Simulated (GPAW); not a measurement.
A short convergence ladder for CaI₂ (P3m1, 3 atoms in the cell)

```
CELL_PARAMETERS angstrom
      4.55161     0.00000     0.00000
     -2.27581     3.94181     0.00000
      0.00000     0.00000     7.24588
ATOMIC_POSITIONS crystal
  Ca 0.00000 0.00000 0.00690
  I  0.33333 0.66667 0.24430
  I  0.66667 0.33333 0.75570
```

Base method: PBEsol, GPAW PAW datasets PBEsol (made by gpaw-setup) (plane waves; GPAW).

Base settings: mode = pw; ecut = 550 eV; xc = PBEsol; kpts = 2 2 2; mesh shift (steps) = 0 0 0; occupations.name = fixed-uniform; nbands = -8; convergence.bands = -6; symmetry.symmorphic = false; symmetry.tolerance = 0.0005.

Core times come from one kind of shared machine, to one figure; runs under 30 s give none.

**The relaxed cell against the cutoff**

On CaI₂ (P-3m1, 3 atoms in the cell): atoms on their sites.

In this ladder: occupations.name = fermi-dirac; occupations.width = 0 eV; convergence.density = 1e-05 e/electron; optimizer = LBFGS; fmax = 0.02 eV/Å.

The mesh stays at the base's, so the ladder's end is converged at best in this setting alone.

Only quantities that move along the ladder and can be compared are tabulated; the gap is left out on so coarse a mesh.

```tsv
ecut	relaxed volume (Å³/atom)	relaxation steps	core time / last (rough)
275 eV	38.323	11	0.3
330 eV	39.502	14	0.3
385 eV	41.150	12	0.2
470 eV	42.187	15	0.5
550 eV	42.341	14	0.7
660 eV	42.396	14	0.5
825 eV	42.405	15	0.8
1100 eV	42.454	15	1
```

State of the relaxed volume at the end of the ladder: still drifting one way, by 0.057 Å³/atom over the last two steps, so the last step is no safe reference.

At the lowest cutoff the cell relaxes to a volume 9.7 % smaller than at the highest.

On the base run: the starting cell comes from a database of computed structures (which also holds hypothetical and non-ambient phases and stackings), without a prior relaxation at this level. Its lattice was rescaled by up to half a per cent. One atom was moved a little off its site on purpose.
